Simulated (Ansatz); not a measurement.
Start from HgTe in the zinc blende structure (space group F-43m, No. 216).

```
CELL_PARAMETERS angstrom
      0.00000     3.28639     3.28639
      3.28639     0.00000     3.28639
      3.28639     3.28639     0.00000
ATOMIC_POSITIONS crystal
  Hg 0.00000 0.00000 0.00000
  Te 0.25000 0.25000 0.25000
```

Cartesian axes are those of the cell as printed.

Level of theory: r2SCAN in Ansatz (plane waves to 500 eV, PAW, spin-orbit coupling left out).

Strains are applied to the cell and any free atomic positions relax; under biaxial strain the out-of-plane vector relaxes too.

One change was made to it. Results:

| quantity | base | after |
|---|---|---|
| energy relative to the base (free energy F) | 0 meV/atom | +3.1 meV/atom |
| pressure (mean of the normal stresses, compression positive) | 0.0 GPa | -0.5 GPa |
| volume per atom | 35.49 Å³ | 35.89 Å³ |

Problem. Which of these changes matches the shifts?
A) biaxial strain +0.50 %, plane normal [001], relaxed out of plane
B) biaxial strain +2.50 %, plane normal [001], relaxed out of plane
C) biaxial strain +2.00 %, plane normal [001], relaxed out of plane

Solution. C, biaxial strain +2.00 %, plane normal [001], relaxed out of plane. For comparison, the energy relative to the base in the other runs: biaxial strain +0.50 %, plane normal [001], relaxed out of plane gives +0.2 meV/atom; biaxial strain +2.50 %, plane normal [001], relaxed out of plane gives +4.8 meV/atom.

No phonon test of stability was made. The final runs are not spin-polarised.

Ansatz is a first-principles code.
